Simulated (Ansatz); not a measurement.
The starting structures come from a database of crystals and need not be the phases stable at ambient conditions.

Inside the gap of an insulator the Bloch states are evanescent, with a wavenumber k + iκ along the transport direction.

```
CELL_PARAMETERS angstrom
      4.08622     0.00000     0.00000
     -0.16785     4.11383     0.00000
      0.00000     0.00000    11.19883
ATOMIC_POSITIONS crystal
  In 0.95624 0.06562 0.12322
  In 0.04376 0.93438 0.87678
  In 0.54376 0.43438 0.62322
  In 0.45624 0.56562 0.37678
  S  0.99625 0.99945 0.65093
  S  0.00375 0.00055 0.34907
  S  0.50375 0.50055 0.15093
  S  0.49625 0.49945 0.84907
```

Space group of this cell: P2_1/c. The cell is taken as given; by PBEsol its mean pressure is -3.6 GPa.

Transport runs along the normal of the first two printed cell vectors.

No gap correction and no spin-orbit coupling; mid-gap values are interpolated between computed energies.

Predict the band gap and the smallest decay constant κ at mid-gap from PBEsol (Ansatz, a first-principles code).

Gap 0.28 eV on a 8×8×4 mesh; κ = 0.063 1/Å, at the zone centre.
